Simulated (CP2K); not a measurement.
Band structure of TiB2 (P6/mmm, 3 atoms in the cell).

```
TiB2
1.0
    3.02593     0.00000     0.00000
   -1.51296     2.62053     0.00000
    0.00000     0.00000     3.22877
Ti B
1 2
Cartesian
  0.00000   0.00000   0.00000
  0.00000   1.74702   1.61438
  1.51297   0.87351   1.61438
```

Method of the run: PBE, GPW, DZVP-MOLOPT-SR-GTH basis, GTH-PBE potentials (GTH_POTENTIALS) in CP2K.

Settings: CUTOFF = 600 Ry; REL_CUTOFF = 60 Ry; SMEAR/METHOD = GAUSSIAN; SIGMA = 0.136 eV; KPOINTS/SCHEME = MACDONALD 8 8 7 0.0625 0.0625 0; XC_FUNCTIONAL = PBE; Ti/BASIS_SET = DZVP-MOLOPT-SR-GTH; Ti/POTENTIAL = GTH-PBE-q12; B/BASIS_SET = DZVP-MOLOPT-SR-GTH; B/POTENTIAL = GTH-PBE-q3; METHOD = GPW; EPS_DEFAULT = 1e-10; EXTRAPOLATION = USE_GUESS; NGRIDS = 5.

The starting cell comes from a database of computed structures (which also holds hypothetical and non-ambient phases and stackings), without a prior relaxation at this level. Spin polarisation is off. Values carry the incompleteness of an atom-centred basis.

Levels in eV from the Fermi level, bands 6 to 11:
```csv
point,6,7,8,9,10,11
Γ,-2.69,-2.69,-2.43,-2.18,1.84,1.84
M,-9.31,-3.37,-3.32,-2.33,1.28,2.68
K,-8.39,-7.44,-1.96,-1.96,1.33,1.33
A,-7.68,-0.66,-0.66,-0.25,-0.25,0.39
L,-7.64,-4.74,-3.87,-3.22,2.41,2.87
H,-8.65,-5.83,-3.24,-3.24,2.44,4.17
```

Bands cross the Fermi level along this path, so the cell is metallic at this level.

Higher empty bands are left out: an atom-centred basis made for the valence describes them poorly.
